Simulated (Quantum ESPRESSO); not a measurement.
Troubleshooting Quantum ESPRESSO: a failed run on LaP5 (P2_1/m, 24 atoms in the cell). The aim is a self-consistent single point with DFT, LDA (PZ), plane waves, GBRV 1.5 ultrasoft (LDA) pseudopotentials.

Cell that was meant: a = 5.4996 Å, b = 9.5827 Å, c = 9.9491 Å, α = 90.00°, β = 103.95°, γ = 90.00°.

Part of the input:

```fortran
La   138.9055  la_lda_v1.uspp.F.UPF
P     30.9738  p_lda_v1.5.uspp.F.UPF
ATOMIC_POSITIONS {angstrom}
La    0.7347420497    7.1870334975    4.8781438727
La    2.3666107417    2.3956795228    4.7775315071
La    2.0157016901    7.1870334975    0.2215020241
La    1.0856511013    2.3956795228    9.4341733557
P     3.3846063833    5.6777587450    7.8073862150
P    -0.2832535919    3.9049542754    1.8482891649
P    -0.2832535919    0.8864047703    1.8482891649
P     3.3846063833    8.6963082501    7.8073862150
P     0.6910841392    0.3199694017    6.3405896483
P     2.4102686522    9.2627436187    3.3150857316
P     2.4102686522    5.1113233764    3.3150857316
P     0.6910841392    4.4713896440    6.3405896483
P    -1.3573741463    3.9755824809    6.6747753759
P     4.4587269377    5.6071305395    2.9809000039
P     4.4587269377    8.7669364556    2.9809000039
P    -1.3573741463    0.8157765648    6.6747753759
P     1.7258315191    4.4123587034    1.3661816463
P     1.3755212723    5.1703543170    8.2894937336
P     1.3755212723    9.2037126781    8.2894937336
P     1.7258315191    0.3790003423    1.3661816463
P     4.7605846252    7.1870334975    1.5060916456
P    -1.6592318338    2.3956795228    8.1495837343
P     3.4688196425    7.1870334975    6.2352483839
P    -0.3674668511    2.3956795228    3.4204269959
K_POINTS {automatic}
4 2 2  0 0 0
CELL_PARAMETERS {bohr}
   5.4996208076     0.0000000000     0.0000000000
   0.0000000000     9.5827085814     0.0000000000
  -2.3982665426     0.0000000000     9.6556709071
```

Output, abridged:

```
     G-vector sticks info
     --------------------
     sticks:   dense  smooth     PW     G-vecs:    dense   smooth      PW
     Sum         835     673    213                24327    17369    3129

     bravais-lattice index     =            0
     lattice parameter (alat)  =       5.4996  a.u.
     unit-cell volume          =     508.8661 (a.u.)^3
   [... lines left out ...]
        20        P      tau(  20) = (   0.5930134   0.1302284   0.4694340  )
        21        P      tau(  21) = (   1.6357857   2.4695384   0.5175085  )
        22        P      tau(  22) = (  -0.5701291   0.8231801   2.8002806  )
        23        P      tau(  23) = (   1.1919220   2.4695384   2.1424953  )
        24        P      tau(  24) = (  -0.1262654   0.8231801   1.1752938  )

     number of k points=    12  Methfessel-Paxton smearing, width (Ry)=  0.0100
                       cart. coord. in units 2pi/alat
        k(    1) = (   0.0000000   0.0000000   0.0000000), wk =   0.1250000
        k(    2) = (   0.0000000   0.0000000  -0.2847871), wk =   0.1250000
        k(    3) = (   0.0000000  -0.2869554   0.0000000), wk =   0.1250000
        k(    4) = (   0.0000000  -0.2869554  -0.2847871), wk =   0.1250000
        k(    5) = (   0.2500000   0.0000000   0.0620948), wk =   0.2500000
        k(    6) = (   0.2500000   0.0000000  -0.2226923), wk =   0.2500000
        k(    7) = (   0.2500000  -0.2869554   0.0620948), wk =   0.2500000
        k(    8) = (   0.2500000  -0.2869554  -0.2226923), wk =   0.2500000
        k(    9) = (  -0.5000000   0.0000000  -0.1241895), wk =   0.1250000
        k(   10) = (  -0.5000000   0.0000000  -0.4089766), wk =   0.1250000
        k(   11) = (  -0.5000000  -0.2869554  -0.1241895), wk =   0.1250000
        k(   12) = (  -0.5000000  -0.2869554  -0.4089766), wk =   0.1250000

     Dense  grid:    24327 G-vectors     FFT dimensions: (  25,  45,  45)

     Smooth grid:    17369 G-vectors     FFT dimensions: (  24,  40,  45)

     Initial potential from superposition of free atoms

     starting charge     143.8825, renormalised to     144.0000

     negative rho (up, down):  9.289E-03 0.000E+00

 %%%%%%%%%%%%%%%%%%%%%%%%%%%%%%%%%%%%%%%%%%%%%%%%%%%%%%%%%%%%%%%%%%%%%%%%%%%%%%
     Error in routine cdiaghg (202):
     S matrix not positive definite
 %%%%%%%%%%%%%%%%%%%%%%%%%%%%%%%%%%%%%%%%%%%%%%%%%%%%%%%%%%%%%%%%%%%%%%%%%%%%%%

     stopping ...
```

Q: Read the log: what does the program object to, and what is the fix?

A: The fault is this: cell lengths typed in angstrom where bohr is read; here the program stops on it instead of giving results. To fix it, give the lengths in the unit that the key or card expects. The program stopped before any SCF iteration.

An input that runs soundly differs in these lines (not the only fix; some lines may just follow from the change or write a value another way):
```diff
-CELL_PARAMETERS {bohr}
-   5.4996208076     0.0000000000     0.0000000000
-   0.0000000000     9.5827085814     0.0000000000
-  -2.3982665426     0.0000000000     9.6556709071
+CELL_PARAMETERS {angstrom}
+   5.4996210000     0.0000000000     0.0000000000
+   0.0000000000     9.5827080000     0.0000000000
+  -2.3982670000     0.0000000000     9.6556700000
```

With that input, the run converged in 16 iterations: free energy E − TS -9810.9982 eV; Fermi level (on the code's own zero) 8.68 eV; pressure -0.53 GPa; largest force (vector length) 0.617 eV/Å (DFT, LDA (PZ), plane waves, GBRV 1.5 ultrasoft (LDA) pseudopotentials).

On the sound input: the starting cell comes from a database of computed structures (which also holds hypothetical and non-ambient phases and stackings), without a prior relaxation at this level. Its lattice was rescaled by a random factor within 2.5 % of one.
